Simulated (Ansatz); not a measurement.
The starting structures come from a database of crystals and need not be the phases stable at ambient conditions.

Input:

```yaml
crystal:
  lattice:
    - [6.58770, 0.00000, 0.00000]
    - [0.00000, 9.66205, 0.00000]
    - [0.00000, 0.00000, 7.08233]
  atoms:
    - { symbol: Ca, position: [0.96661, 0.25000, 0.09278] }
    - { symbol: Ca, position: [0.03339, 0.75000, 0.90722] }
    - { symbol: Ca, position: [0.46661, 0.75000, 0.40722] }
    - { symbol: Ca, position: [0.53339, 0.25000, 0.59278] }
    - { symbol: Zr, position: [0.50000, 0.00000, 0.00000] }
    - { symbol: Zr, position: [0.00000, 0.00000, 0.50000] }
    - { symbol: Zr, position: [0.00000, 0.50000, 0.50000] }
    - { symbol: Zr, position: [0.50000, 0.50000, 0.00000] }
    - { symbol: S, position: [0.18338, 0.56411, 0.19057] }
    - { symbol: S, position: [0.81662, 0.43589, 0.80943] }
    - { symbol: S, position: [0.68338, 0.43589, 0.30943] }
    - { symbol: S, position: [0.31662, 0.56411, 0.69057] }
    - { symbol: S, position: [0.31662, 0.93589, 0.69057] }
    - { symbol: S, position: [0.68338, 0.06411, 0.30943] }
    - { symbol: S, position: [0.81662, 0.06411, 0.80943] }
    - { symbol: S, position: [0.18338, 0.93589, 0.19057] }
    - { symbol: S, position: [0.37458, 0.25000, 0.96551] }
    - { symbol: S, position: [0.62542, 0.75000, 0.03449] }
    - { symbol: S, position: [0.87458, 0.75000, 0.53449] }
    - { symbol: S, position: [0.12542, 0.25000, 0.46551] }
```

Space group of this cell: Pnma. The cell is taken as given; by PBEsol its mean pressure is -3.5 GPa.

Transport runs along the normal of the first two printed cell vectors.

The gap is the functional's own. No spin-orbit coupling. Mid-gap values are interpolated on the energy grid.

Question: Compute, with PBEsol (Ansatz, a first-principles code), the band gap and the smallest decay constant κ at mid-gap.

Answer: Gap 1.17 eV on a 6×4×4 mesh; κ = 0.140 1/Å, at the zone centre.
